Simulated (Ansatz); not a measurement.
The parent structure is Cs₂AgBiBr₆ (space group Fm-3m, No. 225; a = 11.1874 Å).

Calculations: PBEsol, PAW, 420 eV (Ansatz, a program for electronic structure; no SOC).

One change was made to it. Results:

| quantity | base | after |
|---|---|---|
| shortest interatomic distance | 5.203 bohr | 5.016 bohr |
| hole mass | 0.17 mₑ along k, 0.69 mₑ across (at X) | 0.14 mₑ along k, 0.59 mₑ across (at X) |

What was done to the base?
A. pressure 0.3 GPa
B. pressure 3 GPa
C. pressure 10 GPa
D. pressure 7.5 GPa
E. pressure −2 GPa

B, pressure 3 GPa. For comparison, the hole mass in the other runs: pressure 7.5 GPa gives 0.12 mₑ along k, 0.51 mₑ across (at X); pressure 10 GPa gives 0.11 mₑ along k, 0.48 mₑ across (at X); pressure 0.3 GPa gives 0.17 mₑ along k, 0.67 mₑ across (at X); pressure −2 GPa gives 0.21 mₑ along k, 0.85 mₑ across (at X).

Spin-orbit coupling, missing from the scalar runs, can matter with Bi. The levels and masses belong to the bands next to the band gap. Load acts through the strain it causes; cell and atoms are relaxed under it. Effective masses come from finite differences of ±0.01 Å⁻¹. Along k means along the line from Γ to the band edge. No phonon test of stability was made. No other phases were tried under pressure.
